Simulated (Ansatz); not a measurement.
This Ansatz (a first-principles code) input is the reference run, Ti5Si3 (space group P6_3/mcm, No. 193), computed with PBEsol (Ansatz, PAW, no spin-orbit coupling):

Ansatz 0.2 input:
```yaml
crystal:
  lattice:
    - [7.4035378148, 0, 0]
    - [-3.7017689074, 6.4116518255, 0]
    - [0, 0, 5.0689359851]
  atoms:
    - { symbol: Ti, position: [0.3333333333, 0.6666666667, 0] }
    - { symbol: Ti, position: [0.6666666667, 0.3333333333, 0] }
    - { symbol: Ti, position: [0.6666666667, 0.3333333333, 0.5] }
    - { symbol: Ti, position: [0.3333333333, 0.6666666667, 0.5] }
    - { symbol: Ti, position: [0.2496012643, 0, 0.25] }
    - { symbol: Ti, position: [0.7503987357, 0, 0.75] }
    - { symbol: Ti, position: [0.2496012643, 0.2496012643, 0.75] }
    - { symbol: Ti, position: [0.7503987357, 0.7503987357, 0.25] }
    - { symbol: Ti, position: [0, 0.2496012643, 0.25] }
    - { symbol: Ti, position: [0, 0.7503987357, 0.75] }
    - { symbol: Si, position: [0.6076175691, 0, 0.25] }
    - { symbol: Si, position: [0.3923824309, 0, 0.75] }
    - { symbol: Si, position: [0.6076175691, 0.6076175691, 0.75] }
    - { symbol: Si, position: [0.3923824309, 0.3923824309, 0.25] }
    - { symbol: Si, position: [0, 0.6076175691, 0.25] }
    - { symbol: Si, position: [0, 0.3923824309, 0.75] }
basis: { ecutwfc: 420, ecutrho_ratio: 4, xc_grid: 2, fft_grid_basis: typed }
kpoints: { mp_grid: { grid: [6, 6, 8] } }
hamiltonian:
  xc: pbesol
  dispersion: none
  pseudopotentials: { kind: paw }
scf: { occupations: { method: fermi_dirac, width: 0.05 }, convergence: { dr2_threshold: 0.0000000016 } }
output: { forces: true, stress: true }
```

**Question.** Write the input for this change: biaxial strain −2.74 %, plane normal [001], relaxed out of plane (Cartesian); in-plane vectors clamped, the third vector and the atoms free.

**Answer.** 
Ansatz 0.2 input:
```yaml
crystal:
  lattice:
    - [7.2006808787, 0, 0]
    - [3.6003404393, 6.2359725655, 0]
    - [0, 0, 5.1383804081]
  atoms:
    - { symbol: Ti, position: [0.3333333333, 0.3333333333, 0] }
    - { symbol: Ti, position: [0.6666666667, 0.6666666667, 0] }
    - { symbol: Ti, position: [0.6666666667, 0.6666666667, 0.5] }
    - { symbol: Ti, position: [0.3333333333, 0.3333333333, 0.5] }
    - { symbol: Ti, position: [0.2496012643, 0.7503987357, 0.25] }
    - { symbol: Ti, position: [0.7503987357, 0.2496012643, 0.75] }
    - { symbol: Ti, position: [0.2496012643, 0, 0.75] }
    - { symbol: Ti, position: [0.7503987357, 0, 0.25] }
    - { symbol: Ti, position: [1, 0.2496012643, 0.25] }
    - { symbol: Ti, position: [1, 0.7503987357, 0.75] }
    - { symbol: Si, position: [0.6076175691, 0.3923824309, 0.25] }
    - { symbol: Si, position: [0.3923824309, 0.6076175691, 0.75] }
    - { symbol: Si, position: [0.6076175691, 0, 0.75] }
    - { symbol: Si, position: [0.3923824309, 0, 0.25] }
    - { symbol: Si, position: [1, 0.6076175691, 0.25] }
    - { symbol: Si, position: [1, 0.3923824309, 0.75] }
basis: { ecutwfc: 420, ecutrho_ratio: 4, xc_grid: 2, fft_grid_basis: typed }
kpoints: { mp_grid: { grid: [6, 6, 8] } }
hamiltonian:
  xc: pbesol
  dispersion: none
  pseudopotentials: { kind: paw }
scf: { occupations: { method: fermi_dirac, width: 0.05 } }
relax: { f_tol: 0.005, max_steps: 50, cell: { stress_tol: 0.01, fix: [a, b, gamma] } }
output: { forces: true, stress: true }
checkpoint: { write: state.ck, write_every: 1000 }
```
This is the input that was run; other choices of cell and start would serve too.

Stability against distortions was not tested. The final runs are not spin-polarised.
